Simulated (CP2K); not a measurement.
A self-consistent single point of Tl (P6_3/mmc, 4 atoms in the cell) with CP2K.

Computed with CP2K with LDA (Pade form), GPW, DZVP-MOLOPT-SR-GTH basis, GTH-PADE potentials (GTH_POTENTIALS).

```
CELL_PARAMETERS angstrom
      3.47671     0.00000     0.00000
     -1.73836     3.01092     0.00000
      0.00000     0.00000    11.16308
ATOMIC_POSITIONS crystal
  Tl 0.00000 0.00000 0.00000
  Tl 0.00000 0.00000 0.50000
  Tl 0.33333 0.66667 0.25000
  Tl 0.66667 0.33333 0.75000
```

Reference input (self-consistent single point, DFT PBE, GPW, DZVP-MOLOPT-SR-GTH basis, GTH-PBE potentials (GTH_POTENTIALS)): CUTOFF = 500 Ry; REL_CUTOFF = 60 Ry; SMEAR/METHOD = GAUSSIAN; SIGMA = 0.05 eV; KPOINTS/SCHEME = MONKHORST-PACK 7 7 2; GAMMA_CENTERED = T; XC_FUNCTIONAL = PBE; Tl/BASIS_SET = DZVP-MOLOPT-SR-GTH; Tl/POTENTIAL = GTH-PBE-q13; METHOD = GPW; EPS_DEFAULT = 1e-10; NGRIDS = 5. This run's input differs from it in these lines:

```diff
@@ -44,3 +44,3 @@
     &XC
-      &XC_FUNCTIONAL PBE
+      &XC_FUNCTIONAL PADE
       &END XC_FUNCTIONAL
@@ -78,3 +78,3 @@
       BASIS_SET DZVP-MOLOPT-SR-GTH
-      POTENTIAL GTH-PBE-q13
+      POTENTIAL GTH-PADE-q13
     &END KIND
```

Output, abridged:

```
 SCF WAVEFUNCTION OPTIMIZATION

  Step     Update method      Time    Convergence         Total energy    Change
     1 NoMix/Diag. 0.30E+00      -     0.52712580      -200.1704696227 -2.00E+02
     2 Broy./Diag. 0.30E+00      -     0.01588095      -201.2012758979 -1.03E+00
     3 Broy./Diag. 0.30E+00      -     0.02985349      -200.4521451282  7.49E-01
     4 Broy./Diag. 0.30E+00      -     0.00460137      -200.0038384502  4.48E-01
     5 Broy./Diag. 0.30E+00      -     0.00261169      -199.9828955834  2.09E-02
     6 Broy./Diag. 0.30E+00      -     0.00004182      -199.9758943189  7.00E-03
   [... 2 lines left out ...]
     9 Broy./Diag. 0.30E+00      -     0.00001574      -199.9781205998  2.67E-04
    10 Broy./Diag. 0.30E+00      -     0.00000054      -199.9780529158  6.77E-05
    11 Broy./Diag. 0.30E+00      -     0.00000108      -199.9780647573 -1.18E-05
    12 Broy./Diag. 0.30E+00      -     0.00000007      -199.9780664751 -1.72E-06
  *** SCF run converged in    12 steps ***

  Overlap energy of the core charge distribution:               0.00000000000003
  Self energy of the core charge distribution:               -346.72014407116660
  Core Hamiltonian energy:                                    101.07920861127717
  Hartree energy:                                              71.84538644205880
  Exchange-correlation energy:                                -26.18220716244958
  Smearing free energy correction:                             -0.00031029526524
  Fermi energy:                                                 0.24161018714354

  Total energy:                                              -199.97806647505308
  Total energy (extrapolated to sigma->0):                   -199.97791132742046

                     Mulliken Population Analysis

   [... lines left out ...]

 STRESS| Analytical stress tensor [bar]
 STRESS|                        x                   y                   z
 STRESS|      x       -1.52323567365E+04  -5.18187559586E-02  -1.23373482055E-07
 STRESS|      y       -5.18187559586E-02  -1.52324880510E+04  -1.53472217035E-02
 STRESS|      z       -1.23373482055E-07  -1.53472217035E-02  -2.44255013703E+04
 STRESS| 1/3 Trace                                            -1.82967820526E+04
```

The run converged in 12 iterations. Against the reference run the pressure goes from 2.88 to -1.83 GPa.

The starting cell comes from a database of computed structures (which also holds hypothetical and non-ambient phases and stackings), without a prior relaxation at this level. Its lattice was rescaled by a random factor within 2.5 % of one. Values carry the incompleteness of an atom-centred basis.

Cost on one core of a shared machine: roughly 70 s.
